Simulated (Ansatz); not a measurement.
Take BeTe in the zinc blende structure (space group F-43m, No. 216; a = 5.605 Å) as the base.

The values are results of Ansatz (a program for electronic structure) PBEsol, no spin-orbit coupling, earlier PAW set, not measurements.

Base values:

| Item | Value |
|---|---|
| Electron mass | 1.4 mₑ along k, 0.25 mₑ across (at X) |
| Pressure | 0.1 kbar |

It is then changed as follows: an isotropic linear strain of −1.33 %, atoms relaxed at fixed cell.

**Question.** What does the calculation give for the electron mass, pressure, mean gap deformation potential ΔEg/Δln V and energy relative to the base after the change?

**Answer.** The electron mass goes from 1.4 mₑ along k, 0.25 mₑ across (at X) to 1.3 mₑ along k, 0.24 mₑ across (at X); the pressure rises by 26.27 kbar (0.1 kbar → 26.3 kbar); the mean gap deformation potential ΔEg/Δln V amounts to +2.5 eV; the energy grows by 6.9 meV/atom.

Spin-orbit coupling, missing from the scalar runs, can matter with Te. Masses are band curvatures over ±0.01 Å⁻¹ around the edge. Along k means along the line from Γ to the band edge. Whether these cells are dynamically stable was not tested.
